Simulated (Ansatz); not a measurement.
How far to go with the plane-wave cutoff: InSe (R3m, 4 atoms in the cell)

```
CELL_PARAMETERS angstrom
      2.01323     1.16234     8.56548
     -2.01323     1.16234     8.56548
      0.00000    -2.32468     8.56548
ATOMIC_POSITIONS crystal
  In 0.11230 0.11230 0.11230
  In 0.00183 0.00183 0.00183
  Se 0.61971 0.61971 0.61971
  Se 0.82581 0.82581 0.82581
```

Method of the run: PBEsol, default PAW files made with PBE (plane waves; Ansatz, a quantum-chemistry and plane-wave program).

Base settings: basis.ecutwfc = 420 eV; kpoints.mp_grid.grid = 5 5 5; hamiltonian.xc = pbesol; hamiltonian.pseudopotentials = {kind: paw} (the program's default PAW files); scf.occupations.method = fixed.

The second cell is the first with its lattice scaled by 0.98.

The mesh stays at the base's, so the ladder's end is converged at best in this setting alone.

The first pressure column holds Ansatz's estimate of the finite-basis (Pulay) stress, which hides part of the cutoff error; the other is without it.

Only quantities that move along the ladder and can be compared are tabulated.

The count of work is k-points × plane waves × bands × iterations; it is no time. 

The starting cell comes from a database of computed structures (which also holds hypothetical and non-ambient phases and stackings), without a prior relaxation at this level. Its lattice was rescaled by up to half a per cent. One atom was moved a little off its site on purpose.

```csv
basis.ecutwfc,free energy less the last step's (meV/atom),energy of the compressed cell less the first (meV/atom),pressure (GPa),pressure without the Pulay estimate (GPa),largest difference of a force vector from the last step's (eV/Å),count of work / last
145 eV,41706.62,-182.75,5.12,-752.61,3.610,0.069
170 eV,17050.80,-17.34,-4.12,-375.81,1.202,0.093
190 eV,8058.18,86.34,-0.96,-205.85,0.141,0.11
210 eV,3709.85,16.02,0.80,-110.11,0.370,0.11
230 eV,1648.17,5.36,0.57,-57.08,0.091,0.12
250 eV,675.09,11.71,0.37,-27.42,0.112,0.14
295 eV,66.29,21.28,0.27,-3.69,0.009,0.16
335 eV,6.28,20.29,0.22,-0.19,0.004,0.19
380 eV,1.86,20.16,0.21,0.19,0.002,0.23
420 eV,1.21,20.08,0.20,0.17,0.001,0.27
460 eV,0.61,20.05,0.20,0.18,0.001,0.30
505 eV,0.35,20.03,0.19,0.19,0.000,0.36
565 eV,0.23,20.03,0.19,0.19,0.000,0.42
630 eV,0.10,20.03,0.19,0.19,0.000,0.49
735 eV,0.05,20.02,0.19,0.19,0.000,0.62
840 eV,0.02,20.02,0.19,0.19,0.000,0.76
1010 eV,0.00,20.02,0.19,0.19,0.000,1.0
```

Coarsest basis.ecutwfc that holds the forces within 0.02 eV/Å of the last step, with all finer ones: 295 eV, at 0.16 of the last step's count of work; the step before is off by 0.11 eV/Å.

Coarsest basis.ecutwfc that holds the energy of the compressed cell less the first within 0.5 meV/atom of the last step, with all finer ones: 335 eV, at 0.19 of the last step's count of work; the step before is off by 1.3 meV/atom.

Coarsest basis.ecutwfc that holds the pressure without the Pulay estimate within 0.2 GPa of the last step, with all finer ones: 380 eV, at 0.23 of the last step's count of work; the step before is off by 0.38 GPa.

The energy difference between the two cells stays within 1 meV/atom of the last step's from 335 eV on, the total only from 460 eV on: much of the error is common to both cells and cancels.

At the lowest cutoff the pressure without the Pulay estimate lies 753 GPa under the last step's, the usual sign of Pulay stress in an incomplete plane-wave basis.

Keys are those of Ansatz 0.2.
